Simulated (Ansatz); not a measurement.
The parent structure is In2Pt (space group Fm-3m, No. 225; a = 6.3729 Å; relaxed with 0.1 eV smearing). Axes: x, y, z lie along the cube axes.

Level of theory: PBEsol, PAW, 420 eV (Ansatz, an electronic-structure program; scalar-relativistic without spin-orbit coupling).

Before the change:

```
Property                        Result
-----------------------------  -------
Pressure                       0.0 GPa
Shortest interatomic distance  2.760 Å
```

One thing is altered: the symmetric strain tensor [0.0021 0.0041 0.0198; 0.0041 -0.0068 0.0146; 0.0198 0.0146 -0.0384], atoms relaxed at fixed cell.

Estimate the effect on the pressure, energy relative to the base, largest internal atomic displacement and shortest interatomic distance.

The pressure (mean of the normal stresses, compression positive) goes from zero to 5.4 GPa; the energy grows by 24 meV/atom; the largest internal atomic displacement is 0.048 Å; the shortest interatomic distance falls by 0.0573 Å (2.760 Å → 2.702 Å).

Stability against distortions was not tested. All final runs are without spin polarisation.
